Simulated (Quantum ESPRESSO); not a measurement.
Worked example: self-consistent single point of ZrMo2 (Fd-3m, 6 atoms in the cell) in Quantum ESPRESSO.

Method: LDA (PZ), spin-orbit coupling, PseudoDojo fully relativistic norm-conserving (PBE) pseudopotentials (plane waves; Quantum ESPRESSO).

```
CELL_PARAMETERS angstrom
      0.00000     3.80208     3.80208
      3.80208     0.00000     3.80208
      3.80208     3.80208     0.00000
ATOMIC_POSITIONS crystal
  Zr 0.25000 0.25000 0.25000
  Zr 0.00000 0.00000 0.00000
  Mo 0.62500 0.12500 0.62500
  Mo 0.62500 0.62500 0.62500
  Mo 0.12500 0.62500 0.62500
  Mo 0.62500 0.62500 0.12500
```

Reference input (self-consistent single point, DFT, LDA (PZ), plane waves, GBRV 1.5 ultrasoft (LDA) pseudopotentials): ecutwfc = 40 Ry; ecutrho = 320 Ry; occupations = smearing; smearing = fd; degauss = 0.0073499 Ry; potentials = {Zr: zr_lda_v1.uspp.F.UPF, Mo: mo_lda_v1.uspp.F.UPF}; K_POINTS = automatic 5 5 5 0 0 0; conv_thr = 1e-10 Ry; mixing_beta = 0.5. This run's input differs from it in these lines:

```diff
@@ -13,4 +13,3 @@
    ntyp = 2
-   ecutwfc = 40
-   ecutrho = 320
+   ecutwfc = 80
    occupations = 'smearing'
@@ -18,2 +17,5 @@
    degauss = 0.0073499
+   noncolin = .true.
+   lspinorb = .true.
+   input_dft = 'pz'
 /
@@ -24,4 +26,4 @@
 ATOMIC_SPECIES
-Zr    91.2240  zr_lda_v1.uspp.F.UPF
-Mo    95.9500  mo_lda_v1.uspp.F.UPF
+Zr    91.2240  Zr.upf
+Mo    95.9500  Mo.upf
 ATOMIC_POSITIONS {angstrom}
```

Output, abridged:

```
     Self-consistent Calculation

     iteration #  1     ecut=    80.00 Ry     beta= 0.50

---- Real-time Memory Report at c_bands before calling an iterative solver
           446 MiB given to the printing process from OS
           407 MiB allocation reported by mallinfo(arena+hblkhd)
------------------

     total energy              =    -763.19684738 Ry
     estimated scf accuracy    <       1.09806761 Ry

     iteration #  2     ecut=    80.00 Ry     beta= 0.50

---- Real-time Memory Report at c_bands before calling an iterative solver
           526 MiB given to the printing process from OS
   [... lines left out ...]

---- Real-time Memory Report at c_bands before calling an iterative solver
           620 MiB given to the printing process from OS
           564 MiB allocation reported by mallinfo(arena+hblkhd)
------------------

     total energy              =    -763.60598891 Ry
     estimated scf accuracy    <          2.6E-10 Ry

     iteration # 16     ecut=    80.00 Ry     beta= 0.50

---- Real-time Memory Report at c_bands before calling an iterative solver
           620 MiB given to the printing process from OS
           564 MiB allocation reported by mallinfo(arena+hblkhd)
------------------
     End of self-consistent calculation

   [... 9 lines left out ...]

   [... 9 lines left out ...]

   [... 9 lines left out ...]

   [... 9 lines left out ...]

     the Fermi energy is    17.4817 ev

!    total energy              =    -763.60598891 Ry
     estimated scf accuracy    <          5.8E-14 Ry
     smearing contrib. (-TS)   =      -0.00923885 Ry
     internal energy E=F+TS    =    -763.59675006 Ry

     convergence has been achieved in  16 iterations

     Forces acting on atoms (cartesian axes, Ry/au):

     atom    1 type  1   force =    -0.00000000    0.00000000    0.00000000
   [... zero for the other atoms too ...]

     Total force =     0.000000     Total SCF correction =     0.000000

          total   stress  (Ry/bohr**3)                   (kbar)     P=      -81.07
  -0.00055109  -0.00000000  -0.00000000          -81.07       -0.00       -0.00
  -0.00000000  -0.00055109  -0.00000000           -0.00      -81.07       -0.00
  -0.00000000  -0.00000000  -0.00055109           -0.00       -0.00      -81.07

   JOB DONE.
```

The run converged in 16 iterations. Against the reference run the pressure goes from -9.35 to -8.11 GPa. The full log also holds: “c_bands:  2 eigenvalues not converged”.

The starting cell comes from a database of computed structures (which also holds hypothetical and non-ambient phases and stackings), without a prior relaxation at this level. With a pressure of about -8 GPa the cell is away from its equilibrium volume at this level.

Cost on one core of a shared machine: roughly 7 min.
